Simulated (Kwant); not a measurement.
System: In0.53Ga0.47As/InP stack with 1 barrier. One parabolic valley. Leads of mass 0.041 mₑ with the band edge at 0; grid 0.1 nm; bias 0 V, dropping linearly over the stack.

| layer | thickness (nm) | band offset (eV) | mass (mₑ) |
|---|---|---|---|
| 1 | 5.6 | 0.25 | 0.08 |

The device is made up for the run: typed textbook-type constants, with dimensions and the other settings drawn at random.

Model: one-band effective-mass tight-binding model in one dimension, coherent, no space charge (Kwant).

Work out the transmission below the barrier top from T = 1/(1 + ((ζ + 1/ζ)/2)² sinh²(κa)), ζ = (k/m_lead)/(κ/m_barrier).

E = 0.04856 eV: k = 0.2286 nm⁻¹, κ = 0.6504 nm⁻¹, ζ = 0.6858, T = 0.00239. The simulation gives 0.00239, the same within the digits that matter. E = 0.1243 eV: k = 0.3657 nm⁻¹, κ = 0.5138 nm⁻¹, ζ = 1.389, T = 0.0113. The simulation gives 0.0113, the same within the digits that matter. E = 0.1905 eV: k = 0.4528 nm⁻¹, κ = 0.3535 nm⁻¹, ζ = 2.499, T = 0.0364. The simulation gives 0.0364, the same within the digits that matter. What differs comes from the grid.
